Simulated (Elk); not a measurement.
Band structure of Ho (P6_3/mmc, 2 atoms in the cell).

```
Ho
1.0
    3.58833     0.00000     0.00000
   -1.79416     3.10758     0.00000
    0.00000     0.00000     5.50147
Ho
2
Cartesian
  0.00000   2.07172   1.37537
  1.79417   1.03586   4.12610
```
Moments meant for the start (each program seeds them in its own way; μB, in the order of the atoms Ho Ho): 4.0 4.0.

Level of theory: Elk with PBE, all-electron FP-LAPW, Elk's shipped species files, LAPW+lo basis.

Settings: xctype = 20; spinpol = true; rgkmax = 7.5; stype = 0; swidth = 0.00183747 Ha; ngridk = 11 11 7; reducebf = 0.5; gmaxvr = 16 1/bohr; nxoapwlo = 1; nempty = 8 per atom; bfcmt = [[0.0, 0.0, -1.0], [0.0, 0.0, -1.0]].

The starting cell comes from a database of computed structures (which also holds hypothetical and non-ambient phases and stackings), without a prior relaxation at this level. Its lattice was rescaled by a random factor within 2.5 % of one. Spin-orbit coupling is off. The magnetic order is the one reached from the typed start; others were not searched systematically. With U or open f shells several self-consistent states can exist. The f electrons are in the valence without U or exact exchange, which can misplace them near the Fermi level. Spin-orbit terms, which matter for f shells, are left out. Values depend on the basis (sphere radii, cutoffs, local orbitals), which need not be converged.

Levels in eV from the Fermi level, bands 21 to 28 of the first spin channel:
```tsv
point	21	22	23	24	25	26	27	28
Γ	-2.20	-2.11	-2.02	-1.96	1.47	2.19	2.19	2.77
M	-2.00	-1.99	-1.84	-1.24	-0.70	0.06	1.78	1.98
K	-1.99	-1.96	-0.68	-0.67	-0.64	-0.30	1.53	1.54
A	-2.20	-2.19	-2.04	-2.01	1.41	1.41	2.05	2.05
L	-2.01	-1.99	-1.78	-1.78	0.32	0.34	1.82	1.84
H	-1.99	-1.98	-0.33	-0.31	-0.19	-0.18	0.73	0.74
```

Bands cross the Fermi level along this path, so the cell is metallic at this level.

The net moment of the cell came out as 7.31 μB.
